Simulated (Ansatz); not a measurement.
The reference is PbZrO3 in the cubic perovskite structure (space group Pm-3m, No. 221; a cell from a computed database, its experimental status unchecked).

PbZrO₃ is modelled in the cubic space group Pm-3m (No. 221), the cubic perovskite structure, Pearson symbol cP5. Cell: a = 4.141 Å, b = 4.141 Å, c = 4.141 Å, α = 90.00°, β = 90.00°, γ = 90.00°. Zr on 1a sees 6 O at 2.071 Å (octahedral). Pb on 1b is surrounded by no neighbour by this rule. O on 3d is coordinated by 2 Zr at 2.071 Å (linear). (Neighbours: up to the widest gap in distance over summed covalent radii, below 1.35, at either atom; cation-cation and far metal-metal contacts left out.)

Level of theory: Kohn–Sham DFT with the PBEsol functional, run in Ansatz (a program for electronic structure) with PAW and 420 eV plane waves, spin-orbit coupling left out.

One change was made to it. Results:

The shortest interatomic distance falls by 0.006 Å (2.071 Å → 2.065 Å); the band gap grows by 0.02 eV to 2.36 eV; the electron mass becomes 0.18 mₑ along k, 0.33 mₑ across (at X) (base: 0.19 mₑ along k, 0.33 mₑ across (at X)).

Problem. Which change produced these results?
(A) pressure 7.5 GPa
(B) pressure 10 GPa
(C) pressure −1 GPa
(D) pressure 5 GPa
(E) pressure 1.5 GPa

Solution. E, pressure 1.5 GPa. For comparison, the shortest interatomic distance in the other runs: pressure 7.5 GPa gives 2.043 Å; pressure 5 GPa gives 2.052 Å; pressure 10 GPa gives 2.035 Å; pressure −1 GPa gives 2.075 Å.

With Pb present, leaving out spin-orbit coupling can change the band edges. Load acts through the strain it causes; cell and atoms are relaxed under it. Masses are band curvatures over ±0.01 Å⁻¹ around the edge. Along k means along the line from Γ to the band edge. Stability against distortions was not tested. No other phases were tried under pressure. Many cubic perovskites are stable only at high temperature; tilts and polar distortions were not tested.
